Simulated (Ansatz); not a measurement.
An Ansatz (a first-principles code) input (Ansatz PBE, no SOC):

Ansatz 0.2 input:
```yaml
crystal:
  lattice:
    - [0, 2.7540214161, 2.7540214161]
    - [2.7540214161, 0, 2.7540214161]
    - [2.7540214161, 2.7540214161, 0]
  atoms:
    - { symbol: Mg, position: [0, 0, 0] }
    - { symbol: Se, position: [0.5, 0.5, 0.5] }
basis: { ecutwfc: 420, ecutrho_ratio: 4, xc_grid: 2, fft_grid_basis: typed }
kpoints: { mp_grid: { grid: [10, 10, 10] } }
hamiltonian:
  xc: pbe
  dispersion: none
  pseudopotentials: { kind: paw }
scf: { occupations: { method: fermi_dirac, width: 0.05 }, convergence: { dr2_threshold: 0.0000000002 } }
output: { forces: true, stress: true }
checkpoint: { write: state.ck, write_every: 1000 }
```

Which symmetry and how many k-points will the program report, and about how many plane waves at Γ?

Space group Fm-3m (ITA 225) with 48 operations, k-points 47 of 1000, and 869 plane waves at Γ.

Stability against distortions was not tested. The cell is MgSe in the rock salt structure (space group Fm-3m, No. 225).
